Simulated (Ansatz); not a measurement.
**A computed series for hypothetical P6/mmm CsCr3Sb5: pressure series**

The reference is CsCr$_{3}$Sb$_{5}$ (space group P6/mmm, No. 191; ferromagnetic; a hypothetical phase, not in the database extracts checked).

```
CELL_PARAMETERS angstrom
      5.41856     0.00000     0.00000
     -2.70928     4.69261     0.00000
      0.00000     0.00000     9.27702
ATOMIC_POSITIONS crystal
  Cs 0.00000 0.00000 0.00000
  Cr 0.50000 0.00000 0.50000
  Cr 0.50000 0.50000 0.50000
  Cr 0.00000 0.50000 0.50000
  Sb 0.00000 0.00000 0.50000
  Sb 0.33333 0.66667 0.26737
  Sb 0.66667 0.33333 0.26737
  Sb 0.66667 0.33333 0.73263
  Sb 0.33333 0.66667 0.73263
```

Cell and atoms are relaxed at each pressure.

Calculations: Ansatz (a program for electronic structure) PBEsol, spin-orbit coupling left out.

Candidates:
(a) pressure 3 GPa
(b) pressure −1 GPa
(c) pressure 7.5 GPa
(d) pressure 10 GPa

Before the change:

```
Item       Value
---------  -----
c/a ratio  1.712
```

Problem. Order them by c/a ratio, lowest first.

Solution. (d) pressure 10 GPa (1.481), (c) pressure 7.5 GPa (1.501), (a) pressure 3 GPa (1.571), (b) pressure −1 GPa (1.796)

The magnetic state is the one reached from the starting moments; the real material's order can differ, and small cells can't hold many antiferromagnetic ones. Load acts through the strain it causes; cell and atoms are relaxed under it. Stability against distortions was not tested. Competing high-pressure phases were not computed.
